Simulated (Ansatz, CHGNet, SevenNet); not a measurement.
How the volume per atom of Ge2Sb2Te5 (P-3m1, No. 164, 9 atoms in the cell; start mp-3534) moves with the method

No measured value is used here.

```tsv
level (code)	value (Å³/atom)
CHGNet-r²SCAN	31.80
SevenNet-0	31.80
LDA (Ansatz)	28.34
PBE (Ansatz)	31.59
PBEsol (Ansatz)	29.06
PBE-D3(BJ) (Ansatz)	30.06
PBE-D4 (Ansatz)	29.89
```

CHGNet-r²SCAN, SevenNet-0, LDA, PBE, PBEsol, PBE-D3(BJ), PBE-D4: the relaxation could not lower the start's symmetry, so the cell can be a saddle point above a distorted one. PBE-D3(BJ), PBE-D4: a distance lies near a switch of the dispersion term, which can move the cell. Ansatz's density-functional and Hartree–Fock values are scalar-relativistic unless marked +SOC, with PAW data made under PBE.

Machine-learned potentials (CHGNet-r²SCAN, SevenNet-0) are trained on DFT data: a solid inside that data is no test of them.

A start named mp-… is a Materials Project structure, which need not be a measured phase.

Ansatz is a first-principles code.
